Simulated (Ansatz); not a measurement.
Hypothetical rock salt YSi: response to strain

Consider YSi in the rock salt structure (space group Fm-3m, No. 225; a = 5.837 Å; a hypothetical phase, not in the database extracts checked; relaxed with 0.1 eV smearing). Axes: x, y, z lie along the cube axes.

Strains are applied to the cell and any free atomic positions relax; under biaxial strain the out-of-plane vector relaxes too; under stress the whole cell relaxes.

All numbers come from r2SCAN/PAW in Ansatz (a quantum-chemistry and plane-wave program), scalar-relativistic without spin-orbit coupling, earlier PAW set.

Notes on the quantities. pressure: mean of the normal stresses, compression positive; energy relative to the base: free energy F.

| case | pressure | shortest interatomic distance | space group | energy relative to the base |
|---|---|---|---|---|
| base | 0.0 GPa | 2.919 Å | Fm-3m (No. 225) | 0 meV/atom |
| biaxial strain +3.28 %, plane normal [001], relaxed out of plane | -3.2 GPa | 2.894 Å | I4/mmm (No. 139) | +27 meV/atom |
| biaxial strain +4.17 %, plane normal [001], relaxed out of plane | -3.9 GPa | 2.888 Å | I4/mmm (No. 139) | +42 meV/atom |
| biaxial strain +0.39 %, plane normal [111], relaxed out of plane | 0.0 GPa | 2.918 Å | R-3m (No. 166) | 0.0 meV/atom |
| isotropic strain −1.88 % | 4.3 GPa | 2.864 Å | Fm-3m (No. 225) | +18 meV/atom |
| isotropic strain +5.73 % | -8.3 GPa | 3.086 Å | Fm-3m (No. 225) | +134 meV/atom |
| uniaxial strain ε_xx = −0.16 % | 0.1 GPa | 2.914 Å | I4/mmm (No. 139) | 0.0 meV/atom |
| uniaxial stress, 8 GPa compression along x | – | 2.799 Å | I4/mmm (No. 139) | +24 meV/atom |
| tensor shear ε_yz = −0.67 % | 0.0 GPa | 2.919 Å | Immm (No. 71) | 0.0 meV/atom |
| uniaxial stress, 5 GPa compression along x | – | 2.839 Å | I4/mmm (No. 139) | +10 meV/atom |

Stability under load was not tested beyond the relaxation. The final runs are not spin-polarised. An odd electron count without spin: YSi. YSi has a high density of states at the Fermi level and may be magnetic at this level.
